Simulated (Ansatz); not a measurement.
# H on the 1x1 (10-10) surface of wurtzite GaN (cut with top plane Ga + N), one in a 2x1 cell, started at the site 'top N'

Host crystal: wurtzite GaN, with a band gap (PBE, scalar-relativistic without spin-orbit coupling).

Level of theory: r2SCAN, at the PBE geometry and the start's symmetry (plane waves to 500 eV, PAW; Ansatz, an electronic-structure program).

Set-up: 33 atoms, 9.3 Å thick at the start under the adsorbate (thin: gaps and levels are the slab's own); mesh 3x4x1; 0.01 eV smearing; dipole correction on; single point; on the structure that PBE left under its start's symmetry; spin-polarised, ending with about 1.0 μB a cell; orders that need a larger cell were not tried, no spin-orbit, no U, no dispersion correction. The program's check for a lower electronic state was not made. At the end it is bonded to N. In PBE it is, or lies within 0.03 eV of, the lowest of the starts that converged; the order may differ at this level.

```
Property                                                                                                                 Result
--------------------------------------------------------------------------------------  ---------------------------------------
adsorption energy against ½ H2(g) at the same level                                                              -15.7 kcal/mol
change of the step from the bottom to the top vacuum level, against the clean slab                                     -0.12 eV
height of the binding atom over the mean of the host atoms within 0.3 Å of the top one                                  91.0 pm
magnetic moment of the cell                                                                                             1.00 μB
nearest host atoms of the binding atom                                                  N at 1.03 Å, Ga at 2.47 Å, Ga at 2.47 Å
cost                                                                                                     roughly 8 core-minutes
```

A negative adsorption energy means that the adsorbate is more stable on the surface than in its reference.
